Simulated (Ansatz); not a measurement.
Abridged Ansatz (a quantum-chemistry and plane-wave program) output:

```
Pseudopotential: Ge, paw, valence charge 14
Pseudopotential: Hf, paw, valence charge 26
Crystal: 6 atoms, lattice volume = 104.435 Å³
Basis set: ecut = 420 eV, 2043 PW (Γ), exchange–correlation on 108×108×54 points (8 copies of the dense FFT grid, shifted against one another)
Bands: 61, of which v1, the nominal top of the filled ones, is band 54 counted from 1 (53 counted from 0)
Symmetry: 8 space group operations
k-points: 343 of 2028
Functional: x = pbesol(κ = 0.804, μ = 0.12345679012345678), c = pbesol(β = 0.046)
SCF iter   1: F=—  HF=-48213.429563 eV  |F-HF|=—  |Δ(HF+E_count)|=         —  Δρ=3.44e-3  dr2=2.38e-2  ethr=1.77e-3  ⟨swp⟩=5.8  Hψ=65150  notcnv=0  defer=11
SCF iter   2: F=—  HF=-48213.427200 eV  |F-HF|=—  |Δ(HF+E_count)|=   2.36e-3  Δρ=1.90e-3  dr2=8.45e-3  ethr=2.20e-5  ⟨swp⟩=2.0  Hψ=39919  notcnv=0  defer=22
SCF 1 converged in 11 iterations: F = -48213.426315 eV  dr2 = 1.18e-10
SCF converged after 11 iterations
Free energy (F): -48213.426315 eV
Internal energy: -48213.413331 eV  (E = F + TS)
E sigma→0 (E₀):  -48213.419823 eV
Entropy (-TS):   -0.012984 eV (-2.164 meV/atom)
Fermi energy:    17.022924 eV
--- Forces (eV/Å), atoms counted from 1 ---
  atom   1  Ge     0.00000000     0.00393262    -0.00000000
  atom   2  Ge     0.00000000    -0.00393262     0.00000000
  atom   3  Ge     0.00000000    -0.00517175     0.00000000
  atom   4  Ge     0.00000000     0.00517175     0.00000000
  atom   5  Hf     0.00000000    -0.00506708     0.00000000
  atom   6  Hf     0.00000000     0.00506708    -0.00000000
--- Stress (GPa, compression-positive) ---
        0.016935       0.000000       0.000000
        0.000000       0.042466       0.000000
        0.000000       0.000000      -0.042991
  P = ⅓ Tr σ = 0.0055 GPa (0.055 kbar)
```

Task: What was computed, and what are the main results?

Result: HfGe2, 6 atoms in the cell, with Ansatz, PBEsol, PAW, cutoff 420 eV, scalar-relativistic without spin-orbit coupling. The last SCF converged to F = -48213.426315 eV, or -8035.5711 eV per atom, at a pressure of 0.01 GPa. The total energy compares only with runs of the same code, potentials and settings.

Stability against distortions was not tested. The final runs are not spin-polarised. The cell was made from HfSi2 by this change: Si → Ge; the result is a model cell.
